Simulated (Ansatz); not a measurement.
**NaF: response to strain**

Take NaF in the rock salt structure (space group Fm-3m, No. 225; a = 4.629 Å) as the base. Axes: x, y, z lie along the cube axes.

Strains are applied to the cell and any free atomic positions relax; under biaxial strain the out-of-plane vector relaxes too.

Level of theory: DFT with PBEsol, PAW potentials and a 420 eV plane-wave cutoff in Ansatz (a quantum-chemistry and plane-wave program), no spin-orbit coupling.

Candidates:
(a) biaxial strain +2.00 %, plane normal [001], relaxed out of plane
(b) biaxial strain +1.50 %, plane normal [001], relaxed out of plane
(c) biaxial strain +1.00 %, plane normal [001], relaxed out of plane
(d) biaxial strain −2.50 %, plane normal [001], relaxed out of plane
(e) biaxial strain +2.50 %, plane normal [001], relaxed out of plane

Before the change:

| Quantity | Value |
|---|---|
| Band gap | 6.20 eV |

Order them by band gap, lowest first.

(e) biaxial strain +2.50 %, plane normal [001], relaxed out of plane (6.00 eV), (a) biaxial strain +2.00 %, plane normal [001], relaxed out of plane (6.04 eV), (b) biaxial strain +1.50 %, plane normal [001], relaxed out of plane (6.08 eV), (c) biaxial strain +1.00 %, plane normal [001], relaxed out of plane (6.12 eV), (d) biaxial strain −2.50 %, plane normal [001], relaxed out of plane (6.40 eV)

No phonon test of stability was made.
